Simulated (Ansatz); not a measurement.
Consider CdS in the zinc blende structure (space group F-43m, No. 216; a = 5.879 Å). Axes: x, y, z lie along the cube axes.

Now apply this change: tensile biaxial strain of 0.76 % in the plane normal to [111], as in epitaxy on a mismatched substrate; the out-of-plane cell vector and the atoms relax.

Levels (all Ansatz, a quantum-chemistry and plane-wave program, PAW, earlier PAW set): r2SCAN (500 eV, no spin-orbit coupling); HSE06 (420 eV, scalar-relativistic without spin-orbit coupling); HSE06+SOC (420 eV, with spin-orbit coupling).

One geometry, relaxed with r2SCAN, under each level:

The valence-band top lists the three highest levels at Γ (Kramers pairs under SOC), from the VBM.

```csv
level,band gap,lowest conduction level above the VBM at special points,valence-band top at Γ
r2SCAN,1.48 eV,Γ 1.48 eV; T 3.30 eV; L 3.42 eV,"0.00, -0.05, -0.05 eV"
HSE06,2.04 eV,Γ 2.04 eV; T 3.93 eV; L 4.05 eV,–
HSE06+SOC,2.03 eV,Γ 2.03 eV; T 3.92 eV; L 4.03 eV,"0.00, -0.04, -0.10 eV"
```

Single points use the geometry relaxed with r2SCAN. The spin-orbit shifts are approximate. No phonon test of stability was made. Labels are those of the standard path for the cell's own space group.
